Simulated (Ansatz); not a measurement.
The reference is ZnCu$_{2}$SnS$_{4}$ (space group I-4, No. 82; a = 5.374 Å, c = 10.755 Å). Axes: x, y, z lie along a, b, c of the conventional cell.

Level of theory: Ansatz (a program for electronic structure), PBEsol, PAW, cutoff 420 eV, without spin-orbit coupling.

Strains are applied to the cell and any free atomic positions relax; under biaxial strain the out-of-plane vector relaxes too.

One change was made to it. Results:

| quantity | base | after |
|---|---|---|
| energy relative to the base (free energy F) | 0 meV/atom | +2.3 meV/atom |
| pressure (mean of the normal stresses, compression positive) | 0.0 GPa | -0.8 GPa |
| volume per atom | 19.41 Å³ | 19.61 Å³ |

Question: Which of these changes matches the shifts?
A) biaxial strain +2.25 %, plane normal [001], relaxed out of plane
B) biaxial strain +3.00 %, plane normal [001], relaxed out of plane
C) biaxial strain +1.50 %, plane normal [001], relaxed out of plane

Answer: C, biaxial strain +1.50 %, plane normal [001], relaxed out of plane. For comparison, the energy relative to the base in the other runs: biaxial strain +2.25 %, plane normal [001], relaxed out of plane gives +5.1 meV/atom; biaxial strain +3.00 %, plane normal [001], relaxed out of plane gives +8.9 meV/atom.

Stability against distortions was not tested. All final runs are without spin polarisation.
